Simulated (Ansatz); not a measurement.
Density of states of CaCd₂P₂ (P-3m1) above the conduction band minimum, PBEsol, rigid bands (Ansatz, a quantum-chemistry and plane-wave program); cell volume 108.2 Å³.

(energy from edge (eV), 10⁻³ states/eV/cell): (0.006, 2.39); (0.031, 6.01); (0.056, 9.46); (0.081, 13.7); (0.106, 20.6); (0.131, 31.7); (0.156, 46.3); (0.181, 61.3); (0.206, 84.6); (0.231, 103); (0.256, 126); (0.281, 181); (0.319, 366); (0.344, 448); (0.369, 524); (0.394, 608); (0.419, 704); (0.444, 840); (0.469, 1040); (0.494, 1200); (0.519, 1370); (0.544, 1570); (0.569, 1600); (0.594, 1640)

### Question
What effective density of states at 300 K does this give (∫ g(E) exp(−E/k_BT) dE, both spins, divided by the cell's size)?

### Answer
1.3e18 cm⁻³, a density-of-states mass of 0.140 mₑ, valleys and band degeneracy included.

Spin-orbit coupling is left out. Geometry: cell and atoms relaxed with PBEsol.

Formula and space group known from diffraction (Crystallography Open Database), not checked to be the room-temperature form: CaCd2P2 (P-3m1).
